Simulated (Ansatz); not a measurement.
The starting structures come from a database of crystals and need not be the phases stable at ambient conditions.

 Where the default PAW files enter, the runs use the earlier of Ansatz's two default sets.

Input:

```yaml
crystal:
  lattice:
    - [3.86348, 0.00000, 0.00000]
    - [-1.93174, 3.34587, 0.00000]
    - [0.00000, 0.00000, 6.34144]
  atoms:
    - { symbol: Al, position: [0.33333, 0.66667, 0.00007] }
    - { symbol: Al, position: [0.66667, 0.33333, 0.50007] }
    - { symbol: P, position: [0.33333, 0.66667, 0.37493] }
    - { symbol: P, position: [0.66667, 0.33333, 0.87493] }
```

Space group of this cell: P6_3mc, wurtzite. The cell is taken as given.

The current runs along the normal of the first two printed vectors, the (001) plane. All runs by Ansatz (a first-principles code), plane waves and PAW, without spin-orbit coupling; the base is PBEsol.

```csv
run,mean pressure (GPa),gap (eV),mid-gap κ (1/Å)
base,-0.1,1.83,0.156
all lengths scaled by 0.98,5.8,…,…
all lengths scaled by 1.02,-4.7,1.88,0.146
lda in place of pbesol,-1.9,1.80,0.154
"lengths across the current scaled by 0.98, ions clamped",3.7,…,…
"lengths across the current scaled by 1.02, ions clamped",-3.2,1.80,…
"lengths along the current scaled by 0.97, ions clamped",2.8,1.70,0.162
"lengths along the current scaled by 1.03, ions clamped",-2.5,1.88,0.146
```

### Question
Complete the blanks.

### Answer

- all lengths scaled by 0.98, gap (eV): 1.76
- all lengths scaled by 0.98, mid-gap κ (1/Å): 0.164
- lengths across the current scaled by 0.98, ions clamped, gap (eV): 1.84
- lengths across the current scaled by 0.98, ions clamped, mid-gap κ (1/Å): 0.159
- lengths across the current scaled by 1.02, ions clamped, mid-gap κ (1/Å): 0.152
